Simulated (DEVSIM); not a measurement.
abrupt Si p-n junction

Device: abrupt Si p-n junction, at 350 K.

```tsv
layer (left to right)	material	thickness (μm)	Nd (cm⁻³)	Na (cm⁻³)	τn (s)	τp (s)
1	Si	0.930	-	5.7e15	1.6e-5	1.6e-5
2	Si	26.0	9.2e15	-	1.6e-5	1.6e-5
```

Left contact: ohmic. Right contact: ohmic. Voltage is applied to the left contact. Recombination: SRH at mid-gap. Mobility is μmin + (μ − μmin)/(1 + (N/Nref)^α).

This is a model device: material constants are rounded textbook-type values typed into the input, and sizes, dopings and lifetimes were drawn at random. Values at 300 K; Nc and Nv go as T^1.5, mobilities as T to minus their exponent, the gap by Varshni's rule with the affinity fixed.

```csv
parameter,Si
gap (eV),1.124
affinity (eV),4.05
permittivity,11.7
Nc (cm⁻³),2.86e19
Nv (cm⁻³),3.1e19
μn (cm²/Vs),1417
μp (cm²/Vs),470
"μn,min",52
"μp,min",45
"Nref,n",9.7e16
"Nref,p",2.2e17
αn,0.68
αp,0.72
T exponent of μn,2.3
T exponent of μp,2.2
Varshni α (eV/K),0.000473
Varshni β (K),636
```

DEVSIM, 1D drift-diffusion, Boltzmann statistics, complete ionisation; no tunnelling, impact ionisation, image-force lowering or self-heating.

```json
{
 "potential_step_across_the_device_at_zero_bias": "0.595 V",
 "largest_field_in_the_device_at_zero_bias": "24000 V/cm",
 "Dark forward voltage at 1 A/cm²": "0.411 V",
 "Dark forward voltage at 100 A/cm²": "0.737 V"
}
```

Small-signal capacitance in reverse bias (quasi-static):

| V (V) | C (nF/cm²) |
|---|---|
| -0.4 | 17.7 |
| -1 | 13.8 |
| -2 | 10.7 |
| -3 | 9.09 |
| -4 | 8.03 |
| -6 | 6.89 |
| -8 | 6.43 |
| -10 | 6.10 |
| -13 | 5.70 |
| -16 | 5.37 |
| -20 | 5.00 |

Dark reverse current:

| V (V) | J (A/cm²) |
|---|---|
| -0.40 | -1.9e-6 |
| -1.00 | -2.3e-6 |
| -2.00 | -3.3e-6 |
| -3.00 | -4.8e-6 |
| -4.00 | -7.7e-6 |
| -6.00 | -2.6e-5 |
| -8.00 | -6.2e-5 |
| -10.00 | -0.00010 |
| -13.00 | -0.00016 |
| -16.00 | -0.00022 |
| -20.00 | -0.00028 |
